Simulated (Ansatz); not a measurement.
System: CsCl-type AuZn (cubic form, which distorts at low temperature). Method: BLYP (PAW; Ansatz, an electronic-structure program).

Run with plane-wave cutoff 520 eV, 18×18×18 k mesh, Fermi–Dirac smearing 0.05 eV, scalar-relativistic PAW data made under PBE.

The volume scan:

| V (Å³/atom) | E − E_lowest (meV/atom) | P (GPa) |
|---|---|---|
| 16.418 | 19.45 | 6.37 |
| 16.768 | 8.26 | 3.95 |
| 17.117 | 1.98 | 1.85 |
| 17.466 | 0.00 | 0.02 |
| 17.816 | 1.74 | -1.57 |
| 18.165 | 6.70 | -2.95 |
| 18.514 | 14.47 | -4.15 |

Problem. Estimate the bulk modulus from the pressures at 17.117 and 17.816 Å³/atom, and compare it with a fit to all energies.

Solution. B = −V dP/dV. Between V = 17.117 and 17.816 Å³/atom, dP/dV = (-1.57 − (1.85))/(17.816 − 17.117) = -4.89 GPa per Å³/atom; at the midpoint 17.466 Å³/atom this gives B ≈ 85.5 GPa. The third-order Birch–Murnaghan fit gives V0 = 17.470 Å³/atom, B0 = 85.1 GPa, B′ = 6.1, which lies within 1 % of that estimate.

Measured, for comparison: bulk modulus 131 GPa (temperature not stated, not corrected to a static lattice; as tabulated in Nepal et al. (2020), arXiv:2007.11150). Computed (rounded) less measured: bulk modulus -35 %.

Note: the cell is over a tenth larger than the published one: the level's own overestimate first of all, though another phase or state, or a fault of the published cell, is possible; symmetry holds this phase in the static calculation, where it need not be a minimum.

Spin–orbit coupling is not included; it can shift volumes and moduli of such heavy elements.

Computing time: very roughly 2.8 core-minutes.
